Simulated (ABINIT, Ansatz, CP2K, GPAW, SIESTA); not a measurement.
Code comparison for MgS (F-43m, 2 atoms in the cell)

Band-structure calculation.

```xyz
2
Lattice="0.0000 2.8331 2.8331 2.8331 0.0000 2.8331 2.8331 2.8331 0.0000" Properties=species:S:1:pos:R:3 pbc="T T T"
Mg     0.0000     0.0000     0.0000
S      4.2497     4.2497     4.2497
```

Shared settings, as Ansatz (a quantum-chemistry and plane-wave program) writes them: kpoints.mp_grid.grid = 10 10 10; scf.occupations.method = fixed. Potentials and cutoffs stand in the table.

| code | model | gap along the path (eV) | smallest direct gap (eV) | cutoff |
|---|---|---|---|---|
| Ansatz | PBEsol, PAW files made with PBE | 3.28 | 3.28 | default |
| SIESTA | GGA PBEsol, numerical atomic orbitals TZP, PseudoDojo PBEsol standard norm-conserving potentials (rewritten from UPF to PSML) | 3.34 | 3.34 | grid 400 Ry |
| GPAW | PBEsol, GPAW PAW datasets PBEsol (made by gpaw-setup) | 3.28 | 3.28 | 850 eV |
| ABINIT | PBEsol, norm-conserving pseudopotentials (PseudoDojo nc-sr-04 PBEsol standard) | 3.28 | 3.28 | 1143 eV |
| CP2K | PBEsol, GPW, DZVP-MOLOPT-SR-GTH basis, GTH-PBE potentials (GTH_POTENTIALS) | 3.10 | 3.10 | grid 1000 Ry |

The spread over the programs that give each value: gap along the path within 0.24 eV; smallest direct gap within 0.24 eV.

SIESTA and CP2K use small atom-centred bases, whose incompleteness enters pressures, forces and empty levels differently from a plane-wave cutoff.

In the gap along the path, CP2K stands apart from the plane-wave programs.

The starting cell comes from a database of computed structures (which also holds hypothetical and non-ambient phases and stackings), without a prior relaxation at this level.

Left out of this page: Quantum ESPRESSO, Elk and FLEUR (not drawn, or without a comparable value).

Keys are those of Ansatz 0.2.
